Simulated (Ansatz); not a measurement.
```xyz
2
Lattice="0.0000 2.8010 2.8010 2.8010 0.0000 2.8010 2.8010 2.8010 0.0000" Properties=species:S:1:pos:R:3 pbc="T T T"
Na     0.0000     0.0000     0.0000
Cl     2.8010     2.8010     2.8010
```

Computed with PBEsol, rigid bands (plane waves, PAW, scalar-relativistic; Ansatz, a quantum-chemistry and plane-wave program). Geometry: cell and atoms relaxed with PBEsol.

### Question
Predict the hole conductivity mass (n e² τ/σ) at 300 K, by direction if it differs.

### Answer
3.1 mₑ.

### Question
What conductivity effective mass do dilute electrons have at 300 K?

### Answer
0.40 mₑ.

### Question
And the band gap?

### Answer
5.01 eV at this level; semilocal functionals usually fall short of the measured gap.

Rigid bands, one relaxation time for all states, no polarons. Spin-orbit coupling is left out; where it splits the top of the valence band it changes the hole mass and lowers the gap by about a third of the splitting.
